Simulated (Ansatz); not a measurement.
We consider BeS (model structure, started from the NiAs type, P6₃/mmc, No. 194, 4 atoms in the cell), described by r²SCAN+rVV10 (Ansatz, a program for electronic structure, PAW).

Run with plane-wave cutoff 560 eV, 12×12×8 k mesh (along the axes of the cell as run), Fermi–Dirac smearing 0.01 eV, scalar-relativistic PAW data made under PBE.

Cell (relaxed at this level):

BeS has the hexagonal space group P6₃/mmc (No. 194), the NiAs type structure, Pearson symbol hP4. Lattice parameters: a = b = 3.2934 Å, c = 5.2460 Å, α = β = 90.00°, γ = 120.00°. Be on 2a is coordinated by 6 S at 2.310 Å (octahedral). S on 2c is surrounded by 6 Be at 2.310 Å. (Neighbours: up to the widest gap in distance over summed covalent radii, below 1.35, at either atom; cation-cation and far metal-metal contacts left out.)

**Question.** Estimate the band gap and smallest direct gap on the k points sampled that the calculation returns.

**Answer.** 
* **band gap**: 1.79 eV (indirect)
* **smallest direct gap on the k points sampled**: 4.04 eV

Note: the relaxation could raise the start's symmetry but not lower it, so the cell can be a saddle point.

It cost around 12 core-seconds (rough) of CPU time.

A model structure was made by putting elements into a prototype or built by hand; it is no filed structure, need not be a known phase, and can be a saddle point held by its symmetry.
